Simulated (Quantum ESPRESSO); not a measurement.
Quantum ESPRESSO run on LaSi₃Os (I4mm, 5 atoms in the cell): self-consistent single point.

Level of theory: PBEsol, SSSP 1.1.2 precision (PBE) pseudopotentials (plane waves; Quantum ESPRESSO).

```xyz
5
Lattice="-2.1429 2.1429 4.9899 2.1429 -2.1429 4.9899 2.1429 2.1429 -4.9899" Properties=species:S:1:pos:R:3 pbc="T T T"
La     0.0000     0.0000     9.9655
Si     0.0000     0.0000     4.1841
Si     2.1429     0.0000     2.5990
Si     0.0000     2.1429     2.5990
Os     0.0000     0.0000     6.5403
```

Reference input (self-consistent single point, DFT, LDA (PZ), plane waves, GBRV 1.5 ultrasoft (LDA) pseudopotentials): ecutwfc = 40 Ry; ecutrho = 320 Ry; occupations = smearing; smearing = gauss; degauss = 0.0073499 Ry; potentials = {La: la_lda_v1.uspp.F.UPF, Si: si_lda_v1.uspp.F.UPF, Os: os_lda_v1.2.uspp.F.UPF}; K_POINTS = automatic 8 8 8 0 0 0; conv_thr = 1e-09 Ry. This run's input differs from it in these lines:

```diff
@@ -13,4 +13,4 @@
     ntyp = 3
-    ecutwfc = 40
-    ecutrho = 320
+    ecutwfc = 65
+    ecutrho = 520
     occupations = 'smearing'
@@ -18,2 +18,3 @@
     degauss = 0.0073499
+    input_dft = 'pbesol'
 /
@@ -23,5 +24,5 @@
 ATOMIC_SPECIES
-La   138.9055  la_lda_v1.uspp.F.UPF
-Si    28.0850  si_lda_v1.uspp.F.UPF
-Os   190.2300  os_lda_v1.2.uspp.F.UPF
+La   138.9055  La.GGA-PBE-paw-v1.0.UPF
+Si    28.0850  Si.pbe-n-rrkjus_psl.1.0.0.UPF
+Os   190.2300  Os_pbe_v1.2.uspp.F.UPF
 CELL_PARAMETERS {alat}
```

Log, with long lists cut:

```
     Self-consistent Calculation

     iteration #  1     ecut=    65.00 Ry     beta= 0.70

     Threshold (ethr) on eigenvalues was too large:
     Diagonalizing with lowered threshold

     negative rho (up, down):  1.185E-01 0.000E+00

     total energy              =    -684.20187246 Ry
     estimated scf accuracy    <       0.23640660 Ry

     iteration #  2     ecut=    65.00 Ry     beta= 0.70

     negative rho (up, down):  1.228E-01 0.000E+00

     total energy              =    -684.06060301 Ry
     estimated scf accuracy    <       1.45969696 Ry

     iteration #  3     ecut=    65.00 Ry     beta= 0.70

     negative rho (up, down):  1.214E-01 0.000E+00

     total energy              =    -684.30148332 Ry
     estimated scf accuracy    <       0.01596208 Ry

   [... 9 blocks of this kind left out ...]

     iteration # 13     ecut=    65.00 Ry     beta= 0.70

     negative rho (up, down):  1.207E-01 0.000E+00

     total energy              =    -684.30569204 Ry
     estimated scf accuracy    <       0.00000004 Ry

     iteration # 14     ecut=    65.00 Ry     beta= 0.70

     negative rho (up, down):  1.207E-01 0.000E+00
     End of self-consistent calculation

     the Fermi energy is    12.9202 ev

!    total energy              =    -684.30569205 Ry
     estimated scf accuracy    <          1.6E-10 Ry
     smearing contrib. (-TS)   =      -0.00065786 Ry
     internal energy E=F+TS    =    -684.30503418 Ry

     convergence has been achieved in  14 iterations

     negative rho (up, down):  1.207E-01 0.000E+00

     Forces acting on atoms (cartesian axes, Ry/au):

     atom    1 type  1   force =     0.00000000    0.00000000   -0.00099841
     atom    2 type  2   force =     0.00000000    0.00000000   -0.00056179
     atom    3 type  2   force =     0.00000000    0.00000000    0.00105643
     atom    4 type  2   force =     0.00000000    0.00000000    0.00105643
     atom    5 type  3   force =     0.00000000    0.00000000   -0.00055267

     Total force =     0.001962     Total SCF correction =     0.000007

     negative rho (up, down):  1.207E-01 0.000E+00
          total   stress  (Ry/bohr**3)                   (kbar)     P=      -23.63
  -0.00016917  -0.00000000  -0.00000000          -24.89       -0.00       -0.00
  -0.00000000  -0.00016917   0.00000000           -0.00      -24.89        0.00
  -0.00000000  -0.00000000  -0.00014349           -0.00       -0.00      -21.11

   JOB DONE.
```

The run converged in 14 iterations. Against the reference run the pressure goes from -4.99 to -2.36 GPa and the largest force goes from 0.119 to 0.027 eV/Å.

The starting cell comes from a database of computed structures (which also holds hypothetical and non-ambient phases and stackings), without a prior relaxation at this level. Spin polarisation is off.

Cost on one core of a shared machine: roughly 6 min.
